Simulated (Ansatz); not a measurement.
**Cu3SbSe4: uniaxial strain ε_zz = −1.50 %**

Base system: Cu₃SbSe₄ (space group I-42m, No. 121; a = 5.627 Å, c = 11.184 Å). Axes: x, y, z lie along a, b, c of the conventional cell.

Perturbation: the cell is compressed by 1.50 % along z with no lateral relaxation, atoms relaxed at fixed cell.

Method: Ansatz (a quantum-chemistry and plane-wave program) PBEsol, spin-orbit coupling left out. k-mesh 12×12×12 (Γ-centred); smearing 0.05 eV (Fermi–Dirac).

| quantity | base | changed | shift |
|---|---|---|---|
| space group | I-42m (No. 121) | I-42m (No. 121) | – |
| shortest interatomic distance | 2.373 Å | 2.361 Å | -0.012 Å |
| energy relative to the base (free energy F) | 0 meV/atom | +1.4 meV/atom | +1.4 meV/atom |
| pressure (mean of the normal stresses, compression positive) | 0.0 GPa | 1.1 GPa | +1.1 GPa |
| band gap | zero | zero | – |
| stress (xx, yy, zz, yz, xz, xy; compression positive) (rough) | – | (0.9, 0.9, 1.3, 0.0, 0.0, 0.0) GPa | – |

Without a gap, meshes like the base's 12×12×12 leave anisotropic stresses uncertain by several tenths of a GPa, and small strain energies with them. Stability against distortions was not tested. All final runs are without spin polarisation.
